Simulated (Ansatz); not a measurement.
## InSe in the beta-GaS type structure (space group P6_3/mmc, No. 194; layered, stacked along the Cartesian z axis)

InSe is modelled in the hexagonal space group P6₃/mmc (No. 194), Pearson symbol hP8. Cell: a = b = 4.032 Å, c = 16.764 Å, α = β = 90.00°, γ = 120.00°. In on 4f is surrounded by 3 Se at 2.660 Å (trigonal pyramidal). Se on 4f is coordinated by 3 In at 2.660 Å (trigonal pyramidal). (Neighbours: up to the widest gap in distance over summed covalent radii, below 1.35, at either atom; cation-cation and far metal-metal contacts left out.)

Method: plane-wave PAW DFT at the PBE-D3(BJ) level (Ansatz, a first-principles code, 420 eV), no SOC. k-mesh 9×9×2 (Γ-centred); smearing 0.05 eV (Fermi–Dirac).

| Quantity | Result |
|---|---|
| Volume per atom | 29.50 Å³ |
| Density | 5.45 g/cm³ |
| Band gap | 0.37 eV, direct at Γ |
| Electron mass | 0.042 mₑ along c, 0.11 mₑ across |
| Hole mass | 0.041 mₑ along c, 2.9 mₑ across |
| Lowest conduction-band minima above the VBM | Γ 0.37 eV; M (1/2, 0, 0) 1.12 eV; K (1/3, 1/3, 0) 1.51 eV |
| Total energy | -5534.269 eV/atom (σ→0; compares only within this code and set-up) |

Effective masses come from finite differences of ±0.01 Å⁻¹. Whether these cells are dynamically stable was not tested.
